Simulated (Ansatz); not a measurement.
TiOF2 (P4₂/mmc, No. 131, 8 atoms in the cell; start mp-37473)

The numbers are results of LDA (Ansatz, a quantum-chemistry and plane-wave program, plane waves, PAW), not measurements.

Numerical settings: plane-wave cutoff 520 eV, 10×10×6 k mesh (along the axes of the cell as run), Fermi–Dirac smearing 0.01 eV, no spin polarisation, scalar-relativistic PAW data made under PBE.

Cell (relaxed with PBEsol):

```yaml
crystal:
  lattice:
    - [3.76247, 0.00000, 0.00000]
    - [0.00000, 3.76247, 0.00000]
    - [0.00000, 0.00000, 7.78886]
  atoms:
    - { symbol: Ti, position: [0.00000, 0.00000, 0.00000] }
    - { symbol: Ti, position: [0.00000, 0.00000, 0.50000] }
    - { symbol: O, position: [0.50000, 0.00000, 0.00000] }
    - { symbol: O, position: [0.00000, 0.50000, 0.50000] }
    - { symbol: F, position: [0.50000, 0.00000, 0.50000] }
    - { symbol: F, position: [0.00000, 0.50000, 0.00000] }
    - { symbol: F, position: [0.00000, 0.00000, 0.25000] }
    - { symbol: F, position: [0.00000, 0.00000, 0.75000] }
```

band gap: 1.96 eV (direct)

Note: cell and atoms aren't relaxed at this level (pressure -4.4 GPa).

Computed values are for the static lattice.

Computing time: very roughly 30 core-seconds.

A start named mp-… is a Materials Project structure, which need not be a measured phase.
